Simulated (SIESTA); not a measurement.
## A self-consistent single point of Pt (Fm-3m, 1 atom in the cell) with SIESTA

Method of the run: SIESTA with GGA PBE, numerical atomic orbitals DZP, PseudoDojo PBE standard norm-conserving potentials (rewritten from UPF to PSML).

Input as run:

```
# files in the folder: Pt.psml (PseudoDojo PBE standard)
SystemName  Pt
SystemLabel Pt

NumberOfAtoms                1
NumberOfSpecies              1
%block ChemicalSpeciesLabel
  1 78 Pt
%endblock ChemicalSpeciesLabel
LatticeConstant              1.0 Ang
%block LatticeVectors
     0.000000000    1.960000000    1.960000000
     1.960000000    0.000000000    1.960000000
     1.960000000    1.960000000    0.000000000
%endblock LatticeVectors
AtomicCoordinatesFormat      Ang
%block AtomicCoordinatesAndAtomicSpecies
     0.000000000    0.000000000    0.000000000  1
%endblock AtomicCoordinatesAndAtomicSpecies

XC.functional                GGA
XC.authors                   PBE
PAO.BasisSize                DZP
PAO.EnergyShift              0.01 Ry
MeshCutoff                   400 Ry
%block kgrid.MonkhorstPack
   12   0   0  0.0
    0  12   0  0.0
    0   0  12  0.0
%endblock kgrid.MonkhorstPack
OccupationFunction           MP
OccupationMPOrder            0
ElectronicTemperature        1578.21 K

MaxSCFIterations             150
SCF.Mixer.Method             Pulay
SCF.Mixer.Weight             0.1
SCF.Mixer.History            6
SCF.DM.Tolerance             1.0E-05
Diag.ParallelOverK           true
WriteForces                  true
Charge.Mulliken              end
```

Output, abridged:

```
reinit: Reading from file input.fdf

reinit: System Name: Pt
reinit: System Label: Pt

coor:   Atomic-coordinates input format  =     Cartesian coordinates
coor:                                          (in Angstroms)

siesta: Atomic coordinates (Bohr) and species
siesta:      0.00000   0.00000   0.00000  1        1

siesta: System type = bulk

initatomlists: Number of atoms, orbitals, and projectors:      1    19    32

siesta: ******************** Simulation parameters ****************************
redata: Spin configuration                          = none
redata: Time-Reversal Symmetry                      = T
redata: Number of Atomic Species                    =        1
redata: Mesh Cutoff                                 =   400.0000 Ry
redata: Net charge of the system                    =     0.0000 |e|
redata: Min. number of SCF Iter                     =        0
redata: Max. number of SCF Iter                     =      150
redata: SCF convergence failure will abort job
redata: SCF mix quantity                            = Hamiltonian
redata: Mix DM or H after convergence               =   F
redata: Recompute H after scf cycle                 =   F
redata: Mix DM in first SCF step                    =   T
redata: No kicks to SCF
redata: DM Mixing Weight for Kicks                  =     0.5000
redata: Require Harris convergence for SCF          =   F
redata: Harris energy tolerance for SCF             =     0.000100 eV
redata: Require DM convergence for SCF              =   T
redata: DM tolerance for SCF                        =     0.000010
redata: Require EDM convergence for SCF             =   F
redata: EDM tolerance for SCF                       =     0.001000 eV
redata: Require H convergence for SCF               =   T
redata: Hamiltonian tolerance for SCF               =     0.001000 eV
redata: Require (free) Energy convergence for SCF   =   F
redata: (free) Energy tolerance for SCF             =     0.000100 eV
redata: Using DFT-D3 dispersion                     =   F
redata: Using Saved Data (generic)                  =   F
redata: Method of Calculation                       = Diagonalization
redata: Electronic Temperature                      =  1578.2100 K
redata: Number of TDED substeps                     =        3
redata: Dynamics option                             = Single-point calculation
redata: Save all siesta data in one NC              =   F
redata: ***********************************************************************

%block SCF.Mixers
  Pulay
%endblock SCF.Mixers

%block SCF.Mixer.Pulay
  # Mixing method
  method pulay
  variant stable

  # Mixing options
  weight 0.1000
  weight.linear 0.1000
  history 6
%endblock SCF.Mixer.Pulay

DM_history_depth set to one: no extrapolation allowed by default for geometry relaxation
Size of DM history Fstack: 1
Total number of electrons:    18.000000
Total ionic charge:    18.000000

* ProcessorY, Blocksize:    1  20

* Orbital distribution balance (max,min):    19    19

k-point displ. along   1 input, could be:     0.00    0.50
k-point displ. along   2 input, could be:     0.00    0.50
k-point displ. along   3 input, could be:     0.00    0.50
 Kpoints in:         1008 . Kpoints trimmed:          948

siesta: k-grid: Number of k-points = 948
siesta: k-points from Monkhorst-Pack grid
siesta: k-cutoff (effective) =    16.631 Ang
siesta: k-point supercell and displacements
siesta: k-grid:    12     0     0      0.000
siesta: k-grid:     0    12     0      0.000
siesta: k-grid:     0     0    12      0.000

diag: Algorithm                                     = D&C
diag: Parallel over k                               =   F
diag: Use parallel 2D distribution                  =   F
diag: Parallel block-size                           = 20
diag: Parallel distribution                         =     1 x     1
diag: Used triangular part                          = Lower
diag: Absolute tolerance                            =  0.100E-15
diag: Orthogonalization factor                      =  0.100E-05
diag: Memory factor                                 =  1.0000

superc: Internal auxiliary supercell:     5 x     5 x     5  =     125
superc: Number of atoms, orbitals, and projectors:    125   2375   4000

                        Single-point calculation

superc: Internal auxiliary supercell:     5 x     5 x     5  =     125
superc: Number of atoms, orbitals, and projectors:    125   2375   4000

outcell: Unit cell vectors (Ang):
        0.000000    1.960000    1.960000
        1.960000    0.000000    1.960000
        1.960000    1.960000    0.000000

outcell: Cell vector modules (Ang)   :    2.771859    2.771859    2.771859
outcell: Cell angles (23,13,12) (deg):     60.0000     60.0000     60.0000
outcell: Cell volume (Ang**3)        :     15.0591
new_DM -- step:     1
Initializing Density Matrix...

Attempting to read DM from file... Failed...
DM filled with atomic data:

InitMesh: MESH = 30 x 30 x 30 = 27000
InitMesh: Mesh cutoff (required, used) =   400.000   485.617 Ry

stepf: Methfessel-Paxton step function
       Using Hermite-Gauss polynomials of order  0

        iscf     Eharris(eV)        E_KS(eV)     FreeEng(eV)     dDmax    Ef(eV) dHmax(eV)
   scf:    1    -3546.286719    -3550.457599    -3550.474847  0.835500  0.657321  9.038150
   scf:    2    -3551.901643    -3551.201643    -3551.218115  0.131970  0.171578  7.199489
   scf:    3    -3553.059801    -3552.468716    -3552.485983  0.457878 -1.776342  0.060532
   scf:    4    -3552.469224    -3552.469033    -3552.486346  0.005375 -1.766090  0.046651
   scf:    5    -3552.469048    -3552.469043    -3552.486410  0.005052 -1.805284  0.002339
   scf:    6    -3552.469043    -3552.469043    -3552.486410  0.000163 -1.807487  0.000767
mix: Pulay -- inversion failed, > SVD [rank/size] 4 / 5
   scf:    7    -3552.469043    -3552.469043    -3552.486410  0.000058 -1.807208  0.000003
mix: Pulay -- inversion failed, > SVD [rank/size] 3 / 5
   scf:    8    -3552.469043    -3552.469043    -3552.486410  0.000000 -1.807210  0.000002

SCF Convergence by DM+H criterion
max |DM_out - DM_in|         :     0.0000002246
max |H_out - H_in|      (eV) :     0.0000022320
SCF cycle converged after 8 iterations

Using DM_out to compute the final energy and forces

siesta: E_KS(eV) =            -3552.4690

siesta: E_KS - E_eggbox =     -3552.4690

siesta: Atomic forces (eV/Ang):
     1   -0.000000   -0.000000   -0.000000
   Tot   -0.000000   -0.000000   -0.000000
   Max    0.000000
   Res    0.000000    sqrt( Sum f_i^2 / 3N )
   Max    0.000000    constrained

Stress tensor Voigt[x,y,z,yz,xz,xy] (kbar):      -88.10      -88.10      -88.10       -0.05       -0.05       -0.05
(Free)E + p*V (eV/cell)    -3551.6583
Target enthalpy (eV/cell)    -3552.4864

siesta: Program's energy decomposition (eV):
siesta: Ebs     =      -583.020167
siesta: Eions   =      4879.820098
siesta: Ena     =       701.871540
siesta: Ekin    =      1014.341607
siesta: Enl     =       215.631537
siesta: Eso     =         0.000000
siesta: Edftu   =         0.000000
siesta: DEna    =        41.101718
siesta: DUscf   =         1.284395
siesta: DUext   =         0.000000
siesta: Ex      =      -607.522176
siesta: Ec      =       -39.357565
siesta: Exc     =      -646.879741
siesta: Eharris =     -3552.469043
siesta: Etot    =     -3552.469043
siesta: FreeEng =     -3552.486410

siesta: Stress tensor (static) (eV/Ang**3):
siesta:    -0.054988   -0.000034   -0.000034
siesta:    -0.000034   -0.054988   -0.000034
siesta:    -0.000034   -0.000034   -0.054988

siesta: Cell volume =         15.059072 Ang**3

siesta: Pressure (static):
siesta:                Solid            Molecule  Units
siesta:           0.00059889          0.00059889  Ry/Bohr**3
siesta:           0.05498762          0.05498762  eV/Ang**3
siesta:          88.09988207         88.09988207  kBar

mulliken: Atomic and Orbital Populations:

Species: Pt
Atom  Qatom  Qorb
               5s      6s      6s      5py     5pz     5px     6py     6pz
               6px     5dxy    5dyz    5dz2    5dxz    5dx2-y2 5dxy    5dyz
               5dz2    5dxz    5dx2-y2
   1 18.000   1.977   1.116  -0.264   1.985   1.985   1.985   0.282   0.282
              0.282   1.533   1.533   1.687   1.533   1.687   0.077   0.077

              0.084   0.077   0.084

mulliken: Qtot =       18.000

Mulliken Atomic Populations:
Atom #   charge [q] valence [e]  Species
     1     0.000000   18.000000  Pt
 Total     0.000000
```

The run converged in 8 iterations.

The starting cell has typed, rounded lattice constants, without a prior relaxation at this level. Spin polarisation is off. Values carry the incompleteness of an atom-centred basis. With a pressure of about 9 GPa the cell is away from its equilibrium volume at this level.
